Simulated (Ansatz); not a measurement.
## MgS: pressure 22.5 GPa

The parent structure is MgS in the rock salt structure (space group Fm-3m, No. 225; a = 5.2030 Å).

The change: cell and atoms relaxed at a pressure of 22.5 GPa.

All numbers come from Ansatz (a quantum-chemistry and plane-wave program) r2SCAN, no SOC. Γ-centred 11×11×11 mesh, Fermi–Dirac width 0.05 eV.

```tsv
quantity	base	changed	shift
volume per atom	17.61 Å³	14.53 Å³	-3.073 Å³
density	2.66 g/cm³	3.22 g/cm³	+0.56 g/cm³
lattice parameter a	5.203 Å	4.881 Å	-0.322 Å
shortest interatomic distance	2.602 Å	2.440 Å	-0.1612 Å
enthalpy H = E + PV relative to the base's energy	–	+2.22 eV/atom	–
band gap	3.46 eV	3.84 eV	+0.38 eV
gap character	indirect, Γ → X	indirect, Γ → X	–
smallest direct gap	4.64 eV	6.06 eV	+1.42 eV
width of the top valence band	2.34 eV	2.97 eV	+0.621 eV
electron mass	0.53 mₑ along k, 0.31 mₑ across (at X)	0.56 mₑ along k, 0.30 mₑ across (at X)	–
hole mass (degenerate bands, along [100])	0.28, 0.93, 0.93 mₑ (at Γ)	0.30, 0.75, 0.75 mₑ (at Γ)	–
```

Final structure:

```
MgS
1.0
    0.00000     2.44037     2.44037
    2.44037     0.00000     2.44037
    2.44037     2.44037     0.00000
Mg S
1 1
Cartesian
  0.00000   0.00000   0.00000
  2.44037   2.44037   2.44037
```

Load acts through the strain it causes; cell and atoms are relaxed under it. Effective masses come from finite differences of ±0.01 Å⁻¹. Along k means along the line from Γ to the band edge. Stability against distortions was not tested. No other phases were tried under pressure.
